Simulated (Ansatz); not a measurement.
**RuSi, pressure series**

Base system: RuSi (space group P2_13, No. 198).

```yaml
crystal:
  lattice:
    - [4.73607, 0.00000, 0.00000]
    - [0.00000, 4.73607, 0.00000]
    - [0.00000, 0.00000, 4.73607]
  atoms:
    - { symbol: Ru, position: [0.12921, 0.12921, 0.12921] }
    - { symbol: Ru, position: [0.62921, 0.37079, 0.87079] }
    - { symbol: Ru, position: [0.87079, 0.62921, 0.37079] }
    - { symbol: Ru, position: [0.37079, 0.87079, 0.62921] }
    - { symbol: Si, position: [0.83758, 0.83758, 0.83758] }
    - { symbol: Si, position: [0.33758, 0.66242, 0.16242] }
    - { symbol: Si, position: [0.16242, 0.33758, 0.66242] }
    - { symbol: Si, position: [0.66242, 0.16242, 0.33758] }
```

Cell and atoms are relaxed at each pressure.

Computed with PBE, PAW, 420 eV (Ansatz, a program for electronic structure; without spin-orbit coupling), earlier PAW set.

```tsv
case	band gap	shortest interatomic distance
base	0.23 eV	2.392 Å
pressure −2 GPa	0.23 eV	2.396 Å
pressure −1 GPa	0.23 eV	2.394 Å
pressure 1.8 GPa	0.24 eV	2.389 Å
```

Load acts through the strain it causes; cell and atoms are relaxed under it. No phonon test of stability was made. A zero or small gap of RuSi can be the functional's error rather than a property of the material.
